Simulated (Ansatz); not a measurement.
Related cells compared by their size of the site moment on Co.

Cell A: a stack of composition CoIr2Pt6 built on Pt (fcc, Fm-3m) (111), with 6 atoms on that crystal's sites, 9 atoms, hexagonal cell of 2.81 Å (6.8 Å²), symmetry P3m1, 17.8 Å thick under 16 Å of vacuum, in-plane vectors held at the crystal's, which may strain the added film; planes from bottom to top: Pt × 6 | Co | Ir × 2, its two faces unlike (dipole correction applied); spin state with PBE: net moment 2.0 μB a cell, k-point mesh 19×19×1.
```yaml
crystal:
  lattice:
    - [2.80863, 0.00000, 0.00000]
    - [1.40432, 2.43235, 0.00000]
    - [0.00000, 0.00000, 33.94993]
  atoms:
    - { symbol: Pt, position: [0.00000, 0.00000, 0.23678] }
    - { symbol: Pt, position: [0.33333, 0.33333, 0.30479] }
    - { symbol: Pt, position: [0.66667, 0.66667, 0.37191] }
    - { symbol: Pt, position: [0.00000, 0.00000, 0.43924] }
    - { symbol: Pt, position: [0.33333, 0.33333, 0.50716] }
    - { symbol: Pt, position: [0.66667, 0.66667, 0.57609] }
    - { symbol: Co, position: [0.00000, 0.00000, 0.63683] }
    - { symbol: Ir, position: [0.33333, 0.33333, 0.69622] }
    - { symbol: Ir, position: [0.66667, 0.66667, 0.75996] }
```

Cell B: a stack of composition Co2Ir2Pt6 built on Pt (fcc, Fm-3m) (111), with 6 atoms on that crystal's sites, 10 atoms, hexagonal cell of 2.81 Å (6.8 Å²), symmetry P3m1, 19.6 Å thick under 16 Å of vacuum, in-plane vectors held at the crystal's, which may strain the added film; planes from bottom to top: Pt × 6 | Co × 2 | Ir × 2, its two faces unlike (dipole correction applied); spin state with PBE: parallel moments, net moment 3.9 μB a cell, k-point mesh 19×19×1.
```yaml
crystal:
  lattice:
    - [2.80863, 0.00000, 0.00000]
    - [1.40432, 2.43235, 0.00000]
    - [0.00000, 0.00000, 35.92357]
  atoms:
    - { symbol: Pt, position: [0.00000, 0.00000, 0.22459] }
    - { symbol: Pt, position: [0.33333, 0.33333, 0.28886] }
    - { symbol: Pt, position: [0.66667, 0.66667, 0.35230] }
    - { symbol: Pt, position: [0.00000, 0.00000, 0.41594] }
    - { symbol: Pt, position: [0.33333, 0.33333, 0.48008] }
    - { symbol: Pt, position: [0.66667, 0.66667, 0.54523] }
    - { symbol: Co, position: [0.00000, 0.00000, 0.60286] }
    - { symbol: Co, position: [0.33333, 0.33333, 0.65433] }
    - { symbol: Ir, position: [0.66667, 0.66667, 0.71134] }
    - { symbol: Ir, position: [0.00000, 0.00000, 0.77139] }
```

Cell C: a stack of composition Co3Ir2Pt6 built on Pt (fcc, Fm-3m) (111), with 6 atoms on that crystal's sites, 11 atoms, hexagonal cell of 2.81 Å (6.8 Å²), symmetry P3m1, 21.5 Å thick under 16 Å of vacuum, in-plane vectors held at the crystal's, which may strain the added film; planes from bottom to top: Pt × 6 | Co × 3 | Ir × 2, its two faces unlike (dipole correction applied); spin state with PBE: parallel moments, net moment 5.7 μB a cell, k-point mesh 19×19×1.
```
CELL_PARAMETERS angstrom
      2.80863     0.00000     0.00000
      1.40432     2.43235     0.00000
      0.00000     0.00000    37.89720
ATOMIC_POSITIONS crystal
  Pt 0.00000 0.00000 0.21397
  Pt 0.33333 0.33333 0.27489
  Pt 0.66667 0.66667 0.33503
  Pt 0.00000 0.00000 0.39534
  Pt 0.33333 0.33333 0.45615
  Pt 0.66667 0.66667 0.51789
  Co 0.00000 0.00000 0.57252
  Co 0.33333 0.33333 0.62118
  Co 0.66667 0.66667 0.67054
  Ir 0.00000 0.00000 0.72425
  Ir 0.33333 0.33333 0.78121
```

Plane-wave PAW calculations with Ansatz (an electronic-structure program), its default PAW set, cutoff 420 eV. The structures are at rest with PBE, within the held lattices. Neutral cells; Fermi-Dirac smearing of at most 0.10 eV in the solids, energies taken to zero width. Cells are local rest points, mostly with their start's symmetry. The runs are scalar-relativistic, without spin-orbit coupling. No search over spin orders was made beyond those shown. No correction for cell size. A dispersion term ran beside these levels; it doesn't touch the electrons. Spin density integrated in a sphere around each atom; mean over the atoms, with the range where they differ.

Values (μB):

```tsv
cell	PBE
A	1.79
B	1.86 (1.78 to 1.93)
C	1.86 (1.76 to 1.93)
```

With PBE the value is lowest for A and highest for B and C.
